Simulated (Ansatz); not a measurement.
Effect of B interstitial (started 1.53 Å from the nearest host atom) on TiB2

The parent structure is a 30-atom supercell of TiB₂ (space group P6/mmm, No. 191; a = 3.017 Å, c = 3.185 Å) at its relaxed geometry.

It is then changed as follows: one B atom is added in an open site, starting 1.53 Å from the nearest host atom, atoms relaxed at fixed cell, starting from a slightly rattled geometry.

The values are results of PBEsol (Ansatz, a quantum-chemistry and plane-wave program), spin-orbit coupling left out, not measurements. Settings: 4×4×4 k-points, 0.05 eV Fermi–Dirac smearing.

```csv
quantity,base,changed,shift
pressure,0.0 GPa,9.6 GPa,+9.66 GPa
largest displacement of a host atom from its site in the perfect cell,–,0.33 Å,–
final site of the added atom,–,4 B at 1.78–1.80 Å and 4 Ti at 1.83–2.58 Å,–
```

The cell is small, so the values are those of an ordered compound at a high defect concentration; dilute-limit values will differ. The mesh was chosen for an insulator and is coarse for the gapless case. The final runs are not spin-polarised. The defect cell is not spin-polarised.
